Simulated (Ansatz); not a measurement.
# Effective masses and thermopower of InP (F-43m)

Here is the system:

```yaml
crystal:
  lattice:
    - [0.00000, 2.93916, 2.93916]
    - [2.93916, 0.00000, 2.93916]
    - [2.93916, 2.93916, 0.00000]
  atoms:
    - { symbol: In, position: [0.00000, 0.00000, 0.00000] }
    - { symbol: P, position: [0.25000, 0.25000, 0.25000] }
```

Computed with HSE06, rigid bands (plane waves, PAW, scalar-relativistic; Ansatz, a first-principles code). Cell: cell and atoms relaxed with PBEsol.

```json
{
  "band_gap": "1.45 eV",
  "electron conductivity mass (300 K, dilute)": "0.095 mₑ",
  "effective density of states N_c (300 K)": "6.9e17 cm⁻³",
  "density_of_states_mass_electrons": "0.091 mₑ",
  "Seebeck coefficient, n-type 1e19 cm⁻³, 300 K": "-61 μV/K"
}
```

Rigid bands; masses and Seebeck coefficients take one relaxation time τ for all states and one kind of carrier; polarons and phonon drag are left out. Spin-orbit coupling is left out. Geometry: cell and atoms relaxed with PBEsol.
